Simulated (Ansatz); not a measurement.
The starting structures come from a database of crystals and need not be the phases stable at ambient conditions.

Inside the gap of an insulator the Bloch states are evanescent, with a wavenumber k + iκ along the transport direction.

```
CELL_PARAMETERS angstrom
      6.07247     0.00000     0.00000
      3.03623     8.73218    -0.28925
      3.03623    -0.96031     2.88037
ATOMIC_POSITIONS crystal
  Sr 0.84395 0.15605 0.65605
  Sr 0.65605 0.84395 0.34395
  H  0.50000 0.00000 0.00000
  H  0.00000 0.00000 0.00000
  I  0.33522 0.66478 0.16478
  I  0.16478 0.33522 0.83522
```

Space group of this cell: P4/nmm. The cell was relaxed by PBE-D3(BJ); by r2SCAN its mean pressure is 1.4 GPa.

Transport runs along the normal of the first two printed cell vectors, the (111) plane of the conventional cell.

The gap is the functional's own, uncorrected, and κ follows it; spin-orbit coupling is left out. Mid-gap values are interpolated between the computed energies.

Give the band gap and the smallest decay constant κ at mid-gap that Ansatz (a program for electronic structure) with r2SCAN yields.

Gap 3.66 eV on a 10×10×10 mesh; κ = 0.338 1/Å, at (0.000, 0.500) of the in-plane reciprocal vectors. At the zone centre, at the nearest computed energy, the slowest state has κ = 0.36 1/Å.
